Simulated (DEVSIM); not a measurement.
Device: abrupt In0.53Ga0.47As p-n junction, at 250 K.

| layer (left to right) | material | thickness (μm) | Nd (cm⁻³) | Na (cm⁻³) | τn (s) | τp (s) |
|---|---|---|---|---|---|---|
| 1 | In0.53Ga0.47As | 1.50 | - | 2.8e15 | 2.2e-9 | 2.2e-9 |
| 2 | In0.53Ga0.47As | 23.0 | 1.8e14 | - | 2.2e-9 | 2.2e-9 |

Left contact: ohmic. Right contact: ohmic. Voltage is applied to the left contact. Recombination: SRH at mid-gap, Auger. Mobility is μmin + (μ − μmin)/(1 + (N/Nref)^α).

Constants are typed, rounded textbook-type inputs, not results; the design itself was drawn at random and stands for no fabricated device. Values at 300 K; Nc and Nv go as T^1.5, mobilities as T to minus their exponent, the gap by Varshni's rule with the affinity fixed.

```
parameter         In0.53Ga0.47As
----------------  --------------
gap (eV)                    0.74
affinity (eV)               4.51
permittivity                13.9
Nc (cm⁻³)                 2.1e17
Nv (cm⁻³)                 7.7e18
μn (cm²/Vs)                12000
μp (cm²/Vs)                  300
μn,min                       300
μp,min                        10
Nref,n                    1.3e17
Nref,p                    4.9e17
αn                          0.48
αp                           0.4
T exponent of μn             1.6
T exponent of μp             1.6
Cn (cm⁶/s)                 5e-29
Cp (cm⁶/s)                 5e-29
Varshni α (eV/K)         0.00035
Varshni β (K)                190
```

DEVSIM, 1D drift-diffusion, Boltzmann statistics, complete ionisation; no tunnelling, impact ionisation, image-force lowering or self-heating.

The minority lifetime in layer 2 was swept, all else fixed.

```json
[
 {"minority lifetime in layer 2 (s)": "6.6e-11", "dark forward voltage at 100 A/cm² (V)": "0.931", "dark forward voltage at 1 A/cm² (V)": "0.339"},
 {"minority lifetime in layer 2 (s)": "2.2e-10", "dark forward voltage at 100 A/cm² (V)": "0.926", "dark forward voltage at 1 A/cm² (V)": "0.343"},
 {"minority lifetime in layer 2 (s)": "6.6e-10", "dark forward voltage at 100 A/cm² (V)": "0.913", "dark forward voltage at 1 A/cm² (V)": "0.346"},
 {"minority lifetime in layer 2 (s)": "2.2e-9", "dark forward voltage at 100 A/cm² (V)": "0.879", "dark forward voltage at 1 A/cm² (V)": "0.351"},
 {"minority lifetime in layer 2 (s)": "6.6e-9", "dark forward voltage at 100 A/cm² (V)": "0.810", "dark forward voltage at 1 A/cm² (V)": "0.355"},
 {"minority lifetime in layer 2 (s)": "2.2e-8", "dark forward voltage at 100 A/cm² (V)": "0.712", "dark forward voltage at 1 A/cm² (V)": "0.358"},
 {"minority lifetime in layer 2 (s)": "6.6e-8", "dark forward voltage at 100 A/cm² (V)": "0.651", "dark forward voltage at 1 A/cm² (V)": "0.359"}
]
```

From the first row to the last the dark forward voltage at 100 A/cm² goes from 0.931 to 0.651. From the first row to the last the dark forward voltage at 1 A/cm² goes from 0.339 to 0.359.
